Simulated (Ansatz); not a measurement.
## Quick settings and what they miss: In2O3 (R-3c, 10 atoms in the cell)

Self-consistent single point.

```
CELL_PARAMETERS angstrom
      2.75480     1.59048     4.85785
     -2.75480     1.59048     4.85785
      0.00000    -3.18096     4.85785
ATOMIC_POSITIONS crystal
  In 0.64288 0.64288 0.64288
  In 0.35712 0.35712 0.35712
  In 0.85712 0.85712 0.85712
  In 0.14288 0.14288 0.14288
  O  0.04650 0.75000 0.45350
  O  0.95351 0.25000 0.54649
  O  0.45350 0.04650 0.75000
  O  0.54649 0.95351 0.25000
  O  0.75000 0.45350 0.04650
  O  0.25000 0.54649 0.95351
```

Method of the run: r2SCAN, PAW files made with PBE (plane waves; Ansatz, a quantum-chemistry and plane-wave program).

Base settings: basis.ecutwfc = 500 eV; kpoints.mp_grid.grid = 4 4 4; hamiltonian.xc = r2scan; hamiltonian.pseudopotentials = {kind: paw} (the program's default PAW files); scf.occupations.method = fixed.

Tight run (finer mesh or higher cutoff; not a proven limit): basis.ecutwfc: 500 eV → 700 eV; kpoints.mp_grid.grid: 4 4 4 → 6 6 6; scf.convergence.dr2_threshold: default (1e-07 eV) → 1e-09 eV. It gave top of the valence band (on the code's own zero) 8.46 eV; gap on the k-point mesh 1.79 eV; pressure -0.20 GPa; largest force (vector length) 0.014 eV/Å.

Quick runs, as changes from the base:
- A: the base itself
- B: basis.ecutwfc: 500 eV → 400 eV; kpoints.mp_grid.grid: 4 4 4 → 2 2 2; scf.occupations.method: fixed → cold; kpoints.mp_grid.shift: default → 0.5 0.5 0.5; scf.occupations.width: default → 0.5 eV; width narrowed by the program to 0.3910 eV
- C: basis.ecutwfc: 500 eV → 250 eV; kpoints.mp_grid.grid: 4 4 4 → 2 2 2; scf.convergence.dr2_threshold: default (1e-07 eV) → 0.0001 eV
- D: basis.ecutwfc: 500 eV → 350 eV
- E: basis.ecutwfc: 500 eV → 335 eV; kpoints.mp_grid.grid: 4 4 4 → 6 6 6; hamiltonian.xc: r2scan → lda; scf.occupations.method: fixed → gaussian; scf.occupations.width: default → 0.272 eV [LDA (PW92)]
- F: basis.ecutwfc: 500 eV → 300 eV; kpoints.mp_grid.grid: 4 4 4 → 1 1 1

Dashes: energy of E, another energy zero; gap of E, left out as unsure on this mesh or at this smearing; count of E, another kind of functional, whose work the count does not hold.

Gaps are read on each run's own mesh, which may miss the band edges.

† marks runs with another functional, U, potentials or spin treatment: their distance from the tight run is not a convergence error alone.

The count of work is k-points × plane waves × bands × iterations; it is no time. 

Pressures in the table are Ansatz's without its Pulay estimate, at a fixed set of plane waves; the tight run's value above holds the estimate.

The starting cell comes from a database of computed structures (which also holds hypothetical and non-ambient phases and stackings), without a prior relaxation at this level. Its lattice was rescaled by a random factor within 2.5 % of one.

```csv
run,energy less tight (meV/atom),pressure less tight (GPa),largest miss in a force vector (eV/Å),gap on the mesh less tight (eV),count of work / tight
A,2.5,-0.04,0.001,0.008,0.22
B,9.3,-0.43,0.011,1.393,0.030
C,1060.5,-73.54,0.203,-0.090,0.021
D,31.5,-3.37,0.007,0.005,0.13
E†,–,-12.51,0.018,–,–
F,453.3,-18.84,0.301,-0.104,0.0078
```

Among the runs at the tight run's level, the energy misses run from 2.5 to 1060.5 meV/atom.

Keys are those of Ansatz 0.2.
